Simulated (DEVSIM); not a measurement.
Structure: Pt/La2O3/p-GaAs capacitor, at 300 K.

Layer 1 from the left is La2O3, thickness (nm) 21.0. Layer 2 from the left is GaAs, thickness (nm) 6900, Na (cm⁻³) 8.6e15.

Metal gate on the left, work function 5.6 eV. Fixed charge at the semiconductor interface -2.1e10 cm⁻² (in units of +e); interface traps 1e11 cm⁻² eV⁻¹, uniform in energy, neutral level at 0.5 of the gap above the valence band.

Constants are typed, rounded textbook-type inputs, not results; the design itself was drawn at random and stands for no fabricated device. Values at 300 K.

La2O3: gap (eV) 5.8, affinity (eV) 1.8, permittivity 27. GaAs: gap (eV) 1.424, affinity (eV) 4.07, permittivity 12.9, Nc (cm⁻³) 4.7e17, Nv (cm⁻³) 9e18.

Simulated with DEVSIM: 1D Poisson equation in equilibrium, Boltzmann statistics, complete ionisation; no quantum confinement or tunnelling. Metal contacts follow the ideal Schottky-Mott rule: no Fermi-level pinning, no interface dipoles.

Task: What does the simulation give for the flat-band voltage, the minimum of the low-frequency capacitance?

Result: flat-band voltage 0.28 V; minimum of the low-frequency capacitance 0.0430 μF/cm².
